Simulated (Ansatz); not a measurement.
Effect of Si → Mg on TiSi2

The parent structure is TiSi2 (space group Fddd, No. 70; a = 4.760 Å, b = 8.180 Å, c = 8.500 Å).

Modification: full substitution Si → Mg; the structure is relaxed again.

All numbers come from PBEsol, PAW, 420 eV (Ansatz, an electronic-structure program; spin-orbit coupling left out). k-mesh 11×11×11 (Γ-centred); smearing 0.05 eV (Fermi–Dirac), for the changed cell.

The density falls by 1.491 g/cm³ (4.18 g/cm³ → 2.68 g/cm³) and the space group stays Fddd (No. 70). The band gap stays zero.

No phonon test of stability was made. As relaxed here, Mg2Ti is a hypothetical phase, not in the database extracts checked. The final runs are not spin-polarised. Mg2Ti has a high density of states at the Fermi level and may be magnetic at this level.
